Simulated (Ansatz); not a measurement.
This Ansatz (a quantum-chemistry and plane-wave program) input is the reference run, PdGe in the rock salt structure (space group Fm-3m, No. 225; a hypothetical phase, not in the database extracts checked), computed with Ansatz, r2SCAN, PAW, cutoff 500 eV, no SOC:

Ansatz 0.2 input:
```yaml
crystal:
  lattice:
    - [0, 2.5830335548, 2.5830335548]
    - [2.5830335548, 0, 2.5830335548]
    - [2.5830335548, 2.5830335548, 0]
  atoms:
    - { symbol: Ge, position: [0, 0, 0] }
    - { symbol: Pd, position: [0.5, 0.5, 0.5] }
basis: { ecutwfc: 500, ecutrho_ratio: 4, xc_grid: 4, fft_grid_basis: typed }
kpoints: { mp_grid: { grid: [16, 16, 16] } }
hamiltonian:
  xc: r2scan
  dispersion: none
  pseudopotentials: { kind: paw }
scf: { occupations: { method: fermi_dirac, width: 0.05 }, convergence: { dr2_threshold: 0.0000000002 } }
output: { forces: true, stress: true }
checkpoint: { write: state.ck, write_every: 1000 }
```

Question: Write the input for this change: a free-standing slab of 6 layers (12 atoms, 2 a layer) is cut normal to the z axis, with 15 Å of vacuum and the in-plane cell held at bulk.

Answer: 
Ansatz 0.2 input:
```yaml
crystal:
  lattice:
    - [3.6529610853, 0, 0]
    - [0, 3.6529610853, 0]
    - [0, 0, 27.915167774]
  atoms:
    - { symbol: Ge, position: [0.25, -0.25, 0.2686711418] }
    - { symbol: Pd, position: [0.75, 0.25, 0.2686711418] }
    - { symbol: Ge, position: [0.75, -0.75, 0.3612026851] }
    - { symbol: Pd, position: [1.25, -0.25, 0.3612026851] }
    - { symbol: Ge, position: [1.25, -1.25, 0.4537342284] }
    - { symbol: Pd, position: [1.75, -0.75, 0.4537342284] }
    - { symbol: Ge, position: [1.75, -1.75, 0.5462657716] }
    - { symbol: Pd, position: [2.25, -1.25, 0.5462657716] }
    - { symbol: Ge, position: [2.25, -2.25, 0.6387973149] }
    - { symbol: Pd, position: [2.75, -1.75, 0.6387973149] }
    - { symbol: Ge, position: [2.75, -2.75, 0.7313288582] }
    - { symbol: Pd, position: [3.25, -2.25, 0.7313288582] }
basis: { ecutwfc: 500, ecutrho_ratio: 4, xc_grid: 4, fft_grid_basis: typed }
kpoints: { mp_grid: { grid: [13, 13, 1] } }
hamiltonian:
  xc: r2scan
  dispersion: none
  pseudopotentials: { kind: paw }
scf: { occupations: { method: fermi_dirac, width: 0.05 }, convergence: { dr2_threshold: 0.0000000012 } }
relax: { f_tol: 0.01, max_steps: 50 }
output: { forces: true, stress: true }
checkpoint: { write: state.ck, write_every: 1000 }
```
This is the input that was run; other choices of cell and start would serve too.

No phonon test of stability was made. All final runs are without spin polarisation.
